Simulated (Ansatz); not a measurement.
Take BeS (space group P6_422, No. 181; a hypothetical phase, not in the database extracts checked) as the base.

```yaml
crystal:
  lattice:
    - [3.42362, 0.00000, 0.00000]
    - [-1.71181, 2.96494, 0.00000]
    - [0.00000, 0.00000, 7.74571]
  atoms:
    - { symbol: Be, position: [0.00000, 0.50000, 0.33333] }
    - { symbol: Be, position: [0.50000, 0.50000, 0.66667] }
    - { symbol: Be, position: [0.50000, 0.00000, 0.00000] }
    - { symbol: S, position: [0.00000, 0.50000, 0.83333] }
    - { symbol: S, position: [0.50000, 0.50000, 0.16667] }
    - { symbol: S, position: [0.50000, 0.00000, 0.50000] }
```

Level of theory: plane-wave PAW DFT at the PBEsol level (Ansatz, a first-principles code, 420 eV), no SOC.

For the base:

| Item | Value |
|---|---|
| Lattice parameter a | 6.470 bohr |
| c/a ratio | 2.262 |

One thing is altered: a negative pressure, −1 GPa.

Task: What happens to the lattice parameter a?

Result: The lattice parameter a goes up by 0.022 bohr, from 6.470 bohr to 6.492 bohr.

Task: How does this affect the c/a ratio?

Result: The c/a ratio stays 2.262.

Load acts through the strain it causes; cell and atoms are relaxed under it. Stability against distortions was not tested. The base started in P3_121 and relaxed to P6_422 at this level.
